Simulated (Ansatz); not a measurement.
Consider ZnSe in the zinc blende structure (space group F-43m, No. 216).

```
CELL_PARAMETERS angstrom
      0.00000     2.83304     2.83304
      2.83304     0.00000     2.83304
      2.83304     2.83304     0.00000
ATOMIC_POSITIONS crystal
  Se 0.75000 0.75000 0.75000
  Zn 0.00000 0.00000 0.00000
```

Cartesian axes are those of the cell as printed.

All numbers come from r2SCAN in Ansatz (plane waves to 500 eV, PAW, spin-orbit coupling left out), earlier PAW set.

Before the change:

The valence-band top at Γ comes out as 0.00, 0.00, 0.00 eV and the electron mass is 0.12 mₑ (at Γ). The valley order comes out as Γ 1.86 eV; L along ⟨111⟩ 3.05 eV; X along ⟨100⟩ 3.34 eV.

The change: the cell is compressed by 4.05 % along z with no lateral relaxation; the atoms relax in the strained cell.

Problem. What happens to the stress, valence-band top at Γ, electron mass, energy relative to the base and valley order?

Solution. The stress (xx, yy, zz, yz, xz, xy; compression positive) is (2.45, 2.45, 3.81, 0.00, 0.00, 0.00) GPa; the valence-band top at Γ (three highest levels, from the VBM) changes from 0.00, 0.00, 0.00 eV to 0.00, -0.15, -0.15 eV; the electron mass changes from 0.12 mₑ (at Γ) to 0.13 mₑ (at Γ); the energy goes up by 11 meV/atom; the valley order (the lowest conduction-band minima on the path, energy above the VBM, named in the base's zone) goes from Γ 1.86 eV; L along ⟨111⟩ 3.05 eV; X along ⟨100⟩ 3.34 eV to Γ 1.94 eV; L along [1-11] 3.01 eV; X along [001] 3.01 eV; X along [100] 3.22 eV.

The levels and masses belong to the bands next to the band gap. Effective masses come from finite differences of ±0.01 Å⁻¹. Stability against distortions was not tested.

Ansatz is a program for electronic structure.
